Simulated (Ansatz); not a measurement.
The reference is Ag in the fcc (Cu type) structure (space group Fm-3m, No. 225; relaxed with 0.1 eV smearing).

```
CELL_PARAMETERS angstrom
      0.00000     2.05214     2.05214
      2.05214     0.00000     2.05214
      2.05214     2.05214     0.00000
ATOMIC_POSITIONS crystal
  Ag 0.00000 0.00000 0.00000
```

Cartesian axes are those of the cell as printed.

Method: Ansatz (a quantum-chemistry and plane-wave program), r2SCAN, PAW, cutoff 500 eV, without spin-orbit coupling.

The change: tensile biaxial strain of 2.00 % in the plane normal to [001], as in epitaxy on a mismatched substrate; the out-of-plane cell vector and the atoms relax.

### Question
What does the calculation give for the in-plane stress, out-of-plane strain and energy relative to the base after the change?

### Answer
The mean in-plane stress (compression positive) comes out as -1.2 GPa; the out-of-plane strain is -3.05 %; the energy grows by 2.8 meV/atom.

Stability against distortions was not tested.
